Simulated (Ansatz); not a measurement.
Data:

```
NbZn3
1.0
    3.87721     0.00000     0.00000
    0.00000     3.87721     0.00000
    0.00000     0.00000     3.87721
Nb Zn
1 3
Cartesian
  0.00000   0.00000   0.00000
  1.93861   0.00000   1.93861
  0.00000   1.93861   1.93861
  1.93861   1.93861   0.00000
```

All values below come from PBEsol, DFPT electron-phonon coupling, linearised Boltzmann equation (plane waves, PAW, scalar-relativistic; Ansatz, an electronic-structure program). Cell: relaxed with this functional, without spin-orbit coupling.

**Question.** What phonon-limited resistivity does this give at 300 K?

**Answer.** 10.9 μΩ·cm.

**Question.** How long is the mean free path there?

**Answer.** 14.3 nm, weighted by the current that each state carries. Wires not much wider than this gain resistivity from their walls.

A metal at this level (no band gap). Only scattering by harmonic phonons is included (no impurities, grain boundaries, electron-electron scattering or thermal expansion). Spin-orbit coupling is left out. Halving the electron mesh (24x24x24) moves the resistivity by up to 4 % at 300 K, the mean free path by up to 3 %. Smearing 0.20 eV; phonons on a 4x4x4 q mesh, which this run doesn't test.

Formula and space group known from diffraction (Crystallography Open Database), not checked to be the room-temperature form: NbZn3 (Pm-3m).
